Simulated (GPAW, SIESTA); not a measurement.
A SIESTA input for a self-consistent single point of CaF₂ (Fm-3m, 3 atoms in the cell) (DFT, GGA PBE, numerical atomic orbitals DZP, PseudoDojo PBE standard norm-conserving potentials (rewritten from UPF to PSML)):

```
# files in the folder: Ca.psml F.psml (PseudoDojo PBE standard)
SystemName  CaF2
SystemLabel caf2

NumberOfAtoms                3
NumberOfSpecies              2
%block ChemicalSpeciesLabel
  1 20 Ca
  2 9 F
%endblock ChemicalSpeciesLabel
LatticeConstant              1.0 Bohr
%block LatticeVectors
     0.000000000    5.122996501    5.122996501
     5.122996501    0.000000000    5.122996501
     5.122996501    5.122996501    0.000000000
%endblock LatticeVectors
AtomicCoordinatesFormat      Bohr
%block AtomicCoordinatesAndAtomicSpecies
     0.000000000    0.000000000    0.000000000  1
     7.684494752    7.684494752    7.684494752  2
     2.561498251    2.561498251    2.561498251  2
%endblock AtomicCoordinatesAndAtomicSpecies

XC.functional                GGA
XC.authors                   PBE
PAO.BasisSize                DZP
PAO.EnergyShift              0.01 Ry
MeshCutoff                   350 Ry
%block kgrid.MonkhorstPack
    7   0   0  0.0
    0   7   0  0.0
    0   0   7  0.0
%endblock kgrid.MonkhorstPack
OccupationFunction           FD
ElectronicTemperature        10 K

MaxSCFIterations             150
SCF.Mixer.Method             Broyden
SCF.Mixer.Weight             0.25
SCF.Mixer.History            8
SCF.DM.Tolerance             1.0E-05
Diag.ParallelOverK           true
WriteForces                  true
Charge.Mulliken              end
```

Question: Give the GPAW input for the same structure, mesh, smearing and functional.

Answer: One input that does it (others would too):

```python
from ase import Atoms
from ase.units import GPa
from gpaw import GPAW, PW, FermiDirac

atoms = Atoms(['Ca', 'F', 'F'],
              cell=[[0.000000, 2.710973, 2.710973],
                    [2.710973, 0.000000, 2.710973],
                    [2.710973, 2.710973, 0.000000]],
              scaled_positions=[[0.000000, 0.000000, 0.000000],
                                [0.750000, 0.750000, 0.750000],
                                [0.250000, 0.250000, 0.250000]],
              pbc=True)

calc = GPAW(mode=PW(900),
            xc='PBE',
            kpts=(7, 7, 7),
            occupations=FermiDirac(0.0),
            nbands=-6,
            convergence={'density': 1e-05, 'energy': 1e-05, 'bands': -4},
            symmetry={'symmorphic': False, 'tolerance': 0.0005},
            maxiter=100)

atoms.calc = calc

energy = atoms.get_potential_energy()
print('Energy (eV):', round(energy, 6))
forces = atoms.get_forces()
print('Forces (eV/Ang):')
print(forces.round(5))
stress = atoms.get_stress()
print('Stress (GPa, Voigt):', (stress / GPa).round(4))
```

Basis, cutoffs, solver keys and any potentials are the target program's own. This input uses DFT PBE, plane waves, GPAW PAW datasets PBE (gpaw-data 1.0.1). Both were run: gap on the mesh 6.949 eV in SIESTA and 7.448 in GPAW.

On GPAW: the starting cell comes from a database of computed structures (which also holds hypothetical and non-ambient phases and stackings), without a prior relaxation at this level. Its lattice was rescaled by a random factor within 2.5 % of one. For this run, on top of that: lattice scaled by 0.98.

On SIESTA: the starting cell comes from a database of computed structures (which also holds hypothetical and non-ambient phases and stackings), without a prior relaxation at this level. Its lattice was rescaled by a random factor within 2.5 % of one. For this run, on top of that: lattice scaled by 0.98. Values carry the incompleteness of an atom-centred basis. The basis of the alkali or alkaline-earth atoms may lack their empty d shell, which can raise the gap. With a pressure of about 6 GPa the cell is away from its equilibrium volume at this level.
